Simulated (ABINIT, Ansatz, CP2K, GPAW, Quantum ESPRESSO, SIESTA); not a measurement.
## Code comparison for Na (Im-3m, 1 atom in the cell)

Self-consistent single point.

```
CELL_PARAMETERS angstrom
     -2.13000     2.13000     2.13000
      2.13000    -2.13000     2.13000
      2.13000     2.13000    -2.13000
ATOMIC_POSITIONS crystal
  Na 0.00000 0.00000 0.00000
```

All programs got the same cell, k-point mesh and kind of occupations (in Ansatz's words: kpoints.mp_grid.grid = 9 9 9; scf.occupations.method = fermi_dirac; scf.occupations.width = 0.1 eV); potentials, basis and cutoffs are each program's usual ones.

```csv
code,model,pressure (GPa),k-points,cutoff
Quantum ESPRESSO,"PBE, SSSP 1.1.2 efficiency (PBE) pseudopotentials",-0.31,35,40 Ry
SIESTA,"GGA PBE, numerical atomic orbitals DZP, PseudoDojo PBE standard norm-conserving potentials (rewritten from UPF to PSML)",-0.04,365,grid 300 Ry
GPAW,"PBE, GPAW PAW datasets PBE (gpaw-data 1.0.1)",-0.30,35,800 eV
CP2K,"PBE, GPW, DZVP-MOLOPT-SR-GTH basis, GTH-PBE potentials (GTH_POTENTIALS)",-0.06,365,grid 950 Ry
ABINIT,"PBE, norm-conserving pseudopotentials (PseudoDojo nc-sr-05 PBE standard)",-0.31,35,1197 eV
Ansatz,"PBE, default PAW files",-0.32,35,default
```

The spread over the programs that give each value: pressure within 0.28 GPa.

The starting cell has typed, rounded lattice constants, without a prior relaxation at this level.

Question: Why do the programs differ, and what cannot be compared?

Answer: Differences of this kind can come from the potentials, where these differ, and from what each basis and cutoff leave unconverged. The valence holds different numbers of electrons (Quantum ESPRESSO 9, SIESTA 9, GPAW 7, CP2K 9, ABINIT 9, Ansatz (a first-principles code) 9). The zero of total energies and Fermi levels follows the potentials and each program's conventions, so they are not compared here. SIESTA and CP2K use small atom-centred bases, whose incompleteness enters pressures, forces and empty levels differently from a plane-wave cutoff. Ansatz's pressure is given at a fixed set of plane waves, as the other plane-wave codes print theirs. The programs reduce the same mesh by symmetry to different extents, which changes the work and not the result.

Left out of this page: Elk and FLEUR (not drawn, or without a comparable value).

Keys are those of Ansatz 0.2.
